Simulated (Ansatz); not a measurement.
## Pressure series in ZrO2

The reference is ZrO2 (space group P4_2/nmc, No. 137).

```yaml
crystal:
  lattice:
    - [3.62104, 0.00000, 0.00000]
    - [0.00000, 3.62104, 0.00000]
    - [0.00000, 0.00000, 5.28293]
  atoms:
    - { symbol: Zr, position: [0.00000, 0.00000, 0.00000] }
    - { symbol: Zr, position: [0.50000, 0.50000, 0.50000] }
    - { symbol: O, position: [0.00000, 0.50000, 0.19276] }
    - { symbol: O, position: [0.00000, 0.50000, 0.69276] }
    - { symbol: O, position: [0.50000, 0.00000, 0.30724] }
    - { symbol: O, position: [0.50000, 0.00000, 0.80724] }
```

Cell and atoms are relaxed at each pressure.

All numbers come from Ansatz (a first-principles code), PBE, PAW, cutoff 420 eV, no SOC.

```csv
pressure (GPa),volume per atom (Å³/atom)
-2,11.700
-1,?
0,11.545
0.9,11.480
2.1,11.397
4.5,11.243
9,10.987
15,10.696
30,10.125
```

**Question.** Fit the third-order Birch–Murnaghan form P(V) = (3B₀/2)[(V₀/V)^(7/3) − (V₀/V)^(5/3)]·[1 + (3/4)(B₀′ − 4)((V₀/V)^(2/3) − 1)] (squares taken in P) to the rows shown and predict the withheld row.

**Answer.** Least squares on the printed values gives V₀ = 11.545 Å³/atom, B₀ = 158 GPa, B₀′ = 5.6; this predicts 11.620 Å³/atom, and the run gives 11.621 Å³/atom, in agreement.

Load acts through the strain it causes; cell and atoms are relaxed under it. No phonon test of stability was made. Competing high-pressure phases were not computed. This is not the structure that ZrO2 has at room temperature and ambient pressure.
